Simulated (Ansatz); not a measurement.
The parent structure is P in the black-P type structure (space group Cmce, No. 64; a = 3.3022 Å, b = 10.6908 Å, c = 4.4667 Å; layered, stacked along the Cartesian y axis). Axes: x, y, z lie along a, b, c of the conventional cell.

Calculations: DFT with r2SCAN+rVV10, PAW potentials and a 500 eV plane-wave cutoff in Ansatz (an electronic-structure program), scalar-relativistic without spin-orbit coupling.

Strains are applied to the cell and any free atomic positions relax; under biaxial strain the out-of-plane vector relaxes too; under stress the whole cell relaxes.

One change was made to it. Results:

The shortest interatomic distance increases by 0.0297 Å, from 2.213 Å to 2.242 Å; the band gap stays zero.

Problem. Which change produced these results?
A. isotropic strain −2.06 %
B. uniaxial stress, 5 GPa tension along x
C. isotropic strain −2.29 %
D. biaxial strain −2.56 %, plane normal [001], relaxed out of plane

Solution. B, uniaxial stress, 5 GPa tension along x. For comparison, the shortest interatomic distance in the other runs: biaxial strain −2.56 %, plane normal [001], relaxed out of plane gives 2.191 Å; isotropic strain −2.06 % gives 2.191 Å; isotropic strain −2.29 % gives 2.189 Å.

A case with no gap was solved on a k-mesh chosen for an insulator, which is coarse for it. Stability under load was not tested beyond the relaxation. Gaps under 0.05 eV, about the width of the smearing, are given as zero. The zero or small gap of P can change with the level of theory.
